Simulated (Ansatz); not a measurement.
Start from Pt in the fcc (Cu type) structure (space group Fm-3m, No. 225; a = 3.918 Å).

Now apply this change: Ni takes the place of Pt on all its sites, then cell and atoms are relaxed.

Levels (all Ansatz, a first-principles code, PAW, earlier PAW set): PBEsol (420 eV, scalar-relativistic without spin-orbit coupling); r2SCAN (500 eV, no spin-orbit coupling).

The geometry is relaxed with PBEsol.

```
Item                                Value
--------------------------  -------------
PBEsol magnetic state       ferromagnetic
PBEsol largest site moment        0.65 μB
PBEsol pressure                   0.0 GPa
```

With r2SCAN at the same geometry, the magnetic state stays ferromagnetic; the largest site moment goes up by 0.15 μB, from 0.65 μB to 0.80 μB; the pressure goes from zero to 3.3 GPa.

The magnetic state is the one reached from the starting moments; the real material's order can differ, and small cells can't hold many antiferromagnetic ones. Single points use the geometry relaxed with PBEsol. Their cutoffs differ, which shifts pressures a little. Whether these cells are dynamically stable was not tested. Spin-polarised in the final run: PBEsol Ni and r2SCAN Ni; the other runs are not.
